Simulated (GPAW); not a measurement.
**Input and output of a self-consistent single point for YMg3 (P-6m2, 4 atoms in the cell) (GPAW)**

Method: LDA (Perdew-Wang 92), GPAW PAW datasets LDA (gpaw-data 1.0.1) (plane waves; GPAW 25.7.0).

This input was run:

```python
from ase import Atoms
from ase.units import GPa
from gpaw import GPAW

atoms = Atoms(['Y', 'Mg', 'Mg', 'Mg'],
              cell=[[3.307990, 0.000000, 0.000000],
                    [-1.653995, 2.864803, 0.000000],
                    [0.000000, 0.000000, 10.932290]],
              positions=[[1.653997, 0.954933, 5.466145],
                         [1.653997, 0.954933, 0.000000],
                         [-0.000002, 1.909870, 2.646926],
                         [-0.000002, 1.909870, 8.285364]],
              pbc=True)

calc = GPAW(mode={'name': 'pw', 'ecut': 800},
            xc='LDA',
            kpts={'size': (12, 12, 4), 'gamma': True},
            occupations={'name': 'methfessel-paxton', 'width': 0.1, 'order': 0},
            nbands=-12,
            convergence={'forces': 0.001},
            symmetry={'symmorphic': False, 'tolerance': 0.0005},
            maxiter=100)

atoms.calc = calc

energy = atoms.get_potential_energy()
print('Energy (eV):', round(energy, 6))
forces = atoms.get_forces()
print('Forces (eV/Ang):')
print(forces.round(5))
stress = atoms.get_stress()
print('Stress (GPa, Voigt):', (stress / GPa).round(4))
```

The program printed (abridged):

```
Input parameters:
  convergence: {forces: 0.001}
  kpts: {gamma: True,
         size: (12, 12, 4)}
  maxiter: 100
  mode: {ecut: 800,
         name: pw}
  nbands: -12
  occupations: {name: methfessel-paxton,
                order: 0,
                width: 0.1}
  symmetry: {symmorphic: False,
             tolerance: 0.0005}

species:
  Y:
    name: Yttrium
    Z: 39.0
    valence: 11
    core: 28
    charge: 0.0
    file: Y.LDA.gz

    # Using partial waves for Y as LCAO basis

  Mg:
    name: Magnesium
    Z: 12.0
    valence: 10
    core: 2
    charge: 0.0
    file: Mg.LDA.gz

    # Using partial waves for Mg as LCAO basis

Reference energy: -108269.576473  # eV

Spin-paired calculation

Convergence criteria:
 Maximum [total energy] change in last 3 cyles: 0.0005 eV / valence electron
 Maximum integral of absolute [dens]ity change: 0.0001 electrons / valence electron
 Maximum integral of absolute [eigenst]ate change: 4e-08 eV^2 / valence electron
 Maximum change in the atomic [forces] across last 2 cycles: 0.001 eV/Ang OR
Maximum error relative to the maximum force is below inf
 Maximum number of scf [iter]ations: 100

Symmetries present (total): 12
Symmetries with fractional translations: 0
576 k-points: 12 x 12 x 4 Monkhorst-Pack grid + [1/24,1/24,1/8]
57 k-points in the irreducible part of the Brillouin zone
       k-points in crystal coordinates                weights
   0:    -0.00000000   -0.00000000    0.00000000          1/576
   1:    -0.00000000   -0.00000000    0.25000000          2/576
   2:    -0.00000000   -0.00000000    0.50000000          1/576
   [... 7 lines left out ...]
          ...
  56:     0.50000000    0.50000000    0.50000000          3/576

Wave functions: Plane wave expansion
  Cutoff energy: 800.000 eV
  Number of coefficients (min, max): 5274, 5397
  Pulay-stress correction: 0.000000 eV/Ang^3 (de/decut=0.000000)

Occupation numbers: Methfessel-Paxton:
  width: 0.1000  # eV
  order: 0

Eigensolver

Densities:
  Coarse grid: 24*24*72 grid
  Fine grid: 48*48*144 grid
  Total Charge: 0.000000

Density mixing:
  Method: separate
  Backend: pulay
  Linear mixing parameter: 0.05
  old densities: 5
  Damping of long wavelength oscillations: 50

Hamiltonian:
  XC and Coulomb potentials evaluated on a 48*48*144 grid
  External potential:
    NoExternalPotential

Number of atoms: 4
Number of atomic orbitals: 37
Number of bands in calculation: 32
Number of valence electrons: 41
Bands to converge: occupied

Density initialized from atomic densities
  32 bands from LCAO basis set

Atomic positions and initial magnetic moments

Positions:
   0 Y      1.653997    0.954933    5.466145    ( 0.0000,  0.0000,  0.0000)
   1 Mg     1.653997    0.954933    0.000000    ( 0.0000,  0.0000,  0.0000)
   2 Mg    -0.000002    1.909870    2.646926    ( 0.0000,  0.0000,  0.0000)
   3 Mg    -0.000002    1.909870    8.285364    ( 0.0000,  0.0000,  0.0000)

Unit cell:
           periodic     x           y           z      points  spacing
  1. axis:    yes    3.307990    0.000000    0.000000    24     0.1194
  2. axis:    yes   -1.653995    2.864803    0.000000    24     0.1194
  3. axis:    yes    0.000000    0.000000   10.932290    72     0.1518

  Lengths:   3.307990   3.307990  10.932290
  Angles:   90.000000  90.000000 120.000003

Effective grid spacing dv^(1/3) = 0.1357

     iter     time        total  log10-change:
                         energy   eigst   dens  force
iter:   1 --:--:--   -11.286756
iter:   2 --:--:--   -10.928463   -0.76  -1.37
iter:   3 --:--:--   -10.890389   -1.76  -1.54
iter:   4 --:--:--   -10.841857   -1.98  -1.60
iter:   5 --:--:--   -10.821879   -2.93  -1.89
iter:   6 --:--:--   -10.809708   -3.22  -2.03
iter:   7 --:--:--   -10.811319c  -3.92  -2.50
iter:   8 --:--:--   -10.806321c  -3.74  -2.62
iter:   9 --:--:--   -10.806133c  -4.54  -3.09
iter:  10 --:--:--   -10.806126c  -6.23  -3.48
iter:  11 --:--:--   -10.806115c  -6.41  -3.53
iter:  12 --:--:--   -10.806104c  -6.01  -3.67
iter:  13 --:--:--   -10.806103c  -7.44c -4.25c
iter:  14 --:--:--   -10.806104c  -7.28  -4.29c
iter:  15 --:--:--   -10.806103c  -7.69c -4.52c -2.66
iter:  16 --:--:--   -10.806103c  -9.07c -4.84c -3.96c

Converged after 16 iterations.

Dipole moment: (1.556912, -0.898884, -0.000000) |e|*Ang

Energy contributions relative to reference atoms: (reference = -108269.576473)

Kinetic:         -9.102191
Potential:      +13.098870
External:        +0.000000
XC:             -14.414650
Entropy (-ST):   -0.018346
Local:           -0.378959
SIC:             +0.000000
--------------------------
Free energy:    -10.815275
Extrapolated:   -10.806103

Showing only first 2 kpts
 Kpt  Band  Eigenvalues  Occupancy
  0    18     -0.36474    2.00000
  0    19      2.34141    2.00000
  0    20      3.14987    2.00000
  0    21      5.88326    0.00000

  1    18      0.14872    2.00000
  1    19      1.79753    2.00000
  1    20      3.47232    2.00000
  1    21      5.98907    0.00000

Fermi level: 4.07436

No gap
No difference between direct/indirect transitions
Energy (eV): -10.806103

Forces in eV/Ang:
  0 Y    -0.00000    0.00000    0.00000
  1 Mg    0.00000   -0.00000    0.00000
  2 Mg   -0.00000   -0.00000   -0.04027
  3 Mg    0.00000   -0.00000    0.04027

Stress tensor:
     0.014229     0.000000     0.000000
     0.000000     0.014229     0.000000
     0.000000     0.000000     0.020330
Stress (GPa, Voigt): [2.2798 2.2798 3.2573 0.     0.     0.    ]
```

The run converged in 16 iterations. GPAW prints stress with tension positive.

The starting cell comes from a database of computed structures (which also holds hypothetical and non-ambient phases and stackings), without a prior relaxation at this level.

Cost on one core of a shared machine: roughly 2 min.
